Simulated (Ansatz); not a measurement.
# A series of runs on Mg₆VCr (Amm2, 8 atoms in the cell)

```
CELL_PARAMETERS angstrom
      4.99580     0.00000     0.00000
      0.00000     3.09867     5.33634
      0.00000    -3.09867     5.33634
ATOMIC_POSITIONS crystal
  Mg 0.00000 0.34498 0.82622
  Mg 0.00000 0.82622 0.34498
  Mg 0.00000 0.33466 0.33466
  Mg 0.50000 0.15360 0.67334
  Mg 0.50000 0.67334 0.15360
  Mg 0.50000 0.16549 0.16549
  V  0.00000 0.83568 0.83568
  Cr 0.50000 0.66604 0.66604
```
Moments meant for the start (each program seeds them in its own way; μB, in the order of the atoms Mg Mg Mg Mg Mg Mg V Cr): 0.0 0.0 0.0 0.0 0.0 0.0 2.0 3.0.

Base run A: PBEsol, default PAW files made with PBE in Ansatz (a program for electronic structure), self-consistent single point.

Its settings: kpoints.mp_grid.grid = 3 3 3; hamiltonian.xc = pbesol; hamiltonian.pseudopotentials = {kind: paw} (the program's default PAW files); magnetization.spin_polarized = true; scf.occupations.method = gaussian; scf.occupations.width = 0.1 eV.

The starting cell comes from a database of computed structures (which also holds hypothetical and non-ambient phases and stackings), without a prior relaxation at this level. The magnetic order is the one reached from the typed start; others were not searched systematically. The program warned that a starting moment was not kept. Ansatz's pressure includes its estimate of the finite-basis (Pulay) stress. Without a gap this mesh is coarse (it stands for a supercell whose shortest vector is 15 Å).

ΔF is the free energy per atom less that of run A. 

```csv
run,"scf.mixing.algorithm, scf.mixing.ndim",ΔF (meV/atom),pressure (GPa),largest force (eV/Å),size of the net moment (μB/atom),iterations
A,"default (the program chose MSR1), default",0.00,-1.89,0.705,0.15,21
B,"anderson, default",0.00,-1.89,0.705,0.15,27
C,"anderson, 1",0.00,-1.89,0.705,0.15,65
D,"broyden, default",0.00,-1.89,0.705,0.15,27
E,"broyden, 2",0.00,-1.89,0.705,0.15,33
F,"msr1, default",0.00,-1.89,0.705,0.15,21
G,"msr1, 2",0.00,-1.89,0.705,0.15,29
```

Runs B, C, D, E, F, G reached the same state as A (within 1 meV/atom and 0.1 μB a site). The fewest iterations to that state were 21 (A, F); the most were 65.

Keys are those of Ansatz 0.2.
